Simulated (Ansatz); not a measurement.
Worked example: self-consistent single point of SnSe2 (P3m1, 3 atoms in the cell) in Ansatz (a quantum-chemistry and plane-wave program).

Method of the run: LDA (PW92), default PAW files made with PBE (plane waves; Ansatz).

The change in words: lattice scaled by 0.98; basis.ecutwfc: 420 eV → 460 eV. Reference geometry:
```
SnSe2
1.0
    1.89928    -3.28966     0.00000
    1.89928     3.28966     0.00000
    0.00000     0.00000     6.12158
Sn Se
1 2
Direct
  0.00000   0.00000   0.00817
  0.33333   0.66667   0.25000
  0.66667   0.33333   0.75000
```

Reference input (self-consistent single point, DFT, LDA (PW92), plane waves, default PAW files made with PBE): basis.ecutwfc = 420 eV; kpoints.mp_grid.grid = 8 8 4; hamiltonian.xc = lda; hamiltonian.pseudopotentials = {kind: paw} (the program's default PAW files); scf.occupations.method = fermi_dirac; scf.occupations.width = 0.05 eV. This run's input differs from it in these lines:

Ansatz 0.2 input:
```diff
@@ -2,5 +2,5 @@
   lattice:
-    - [1.899285, -3.289658, 0.000000]
-    - [1.899285, 3.289658, 0.000000]
-    - [0.000000, 0.000000, 6.121580]
+    - [1.861299, -3.223865, 0.000000]
+    - [1.861299, 3.223865, 0.000000]
+    - [0.000000, 0.000000, 5.999148]
   atoms:
@@ -10,3 +10,3 @@
 basis:
-  ecutwfc: 420.0
+  ecutwfc: 460.0
 kpoints:
```

Output (repeated stretches shortened):

```
SCF iter   1: F=—  HF=-16646.878199 eV  |F-HF|=—  |Δ(HF+E_count)|=         —  Δρ=5.83e-3  dr2=1.10e-2  ethr=1.77e-3  ⟨swp⟩=6.3  Hψ=4458  notcnv=0
all-band conjugate gradients solve this SCF's bands
preconditioner: auto → Resta (q_TF=auto, 2.532 Å⁻¹)
SCF iter   2: F=—  HF=-16646.872831 eV  |F-HF|=—  |Δ(HF+E_count)|=   5.37e-3  Δρ=2.73e-3  dr2=2.51e-3  ethr=2.38e-5  ⟨swp⟩=2.0  Hψ=1871  notcnv=0  defer=7
   [... lines left out ...]
SCF iter   4: F=—  HF=-16646.872148 eV  |F-HF|=—  |Δ(HF+E_count)|=   1.71e-5  Δρ=9.79e-5  dr2=1.05e-5  ethr=2.99e-7  ⟨swp⟩=2.0  Hψ=1225  notcnv=0  defer=7
SCF iter   5: F=—  HF=-16646.872148 eV  |F-HF|=—  |Δ(HF+E_count)|=   5.99e-7  Δρ=2.77e-5  dr2=7.75e-7  ethr=2.28e-8  ⟨swp⟩=2.0  Hψ=1592  notcnv=0  defer=7
SCF iter   6: F=—  HF=-16646.872148 eV  |F-HF|=—  |Δ(HF+E_count)|=   6.94e-8  Δρ=1.06e-5  dr2=1.28e-7  ethr=2.17e-10  ⟨swp⟩=7.4  Hψ=4481  notcnv=0
SCF iter   7: F=-16646.872148 eV  HF=-16646.872148 eV  |F-HF|=7.64e-11  |Δ(HF+E_count)|=   2.40e-8  Δρ=3.06e-6  dr2=1.13e-8  ethr=2.17e-10  ⟨swp⟩=4.0  Hψ=3222  notcnv=0
SCF 1 converged in 7 iterations: F = -16646.872148 eV  dr2 = 1.13e-8
Free energy (F): -16646.872148 eV
Internal energy: -16646.872103 eV  (E = F + TS)
E sigma→0 (E₀):  -16646.872125 eV
Entropy (-TS):   -0.000044 eV (-0.015 meV/atom)
Fermi energy:    9.264718 eV
--- Forces (eV/Å), atoms counted from 1 ---
  atom   1  Sn    -0.00000000    -0.00000000    -0.88292911
  atom   2  Se     0.00000000     0.00000000     1.59360184
  atom   3  Se     0.00000000    -0.00000000    -0.71069401
--- Stress (GPa, compression-positive) ---
        6.147278       0.000000       0.000000
        0.000000       6.147278       0.000000
        0.000000       0.000000       7.210190
  P = ⅓ Tr σ = 6.5016 GPa (65.016 kbar)
  The stress holds the Pulay correction. Without it, at fixed plane waves, as pw.x and ABINIT print it: P = 6.4711 GPa
```

The run converged in 7 iterations. Against the reference run the free energy goes up by 34.2 meV/atom, the pressure goes from 1.27 to 6.50 GPa, the largest force goes from 0.904 to 1.594 eV/Å and the gap on the mesh goes from 0.680 to 0.739 eV.

The starting cell has typed, rounded lattice constants, without a prior relaxation at this level. Its lattice was rescaled by up to half a per cent. One atom was moved a little off its site on purpose. For this run, on top of that: lattice scaled by 0.98. Forces in this geometry exceed 1 eV/Å. Ansatz's pressure includes its estimate of the finite-basis (Pulay) stress.
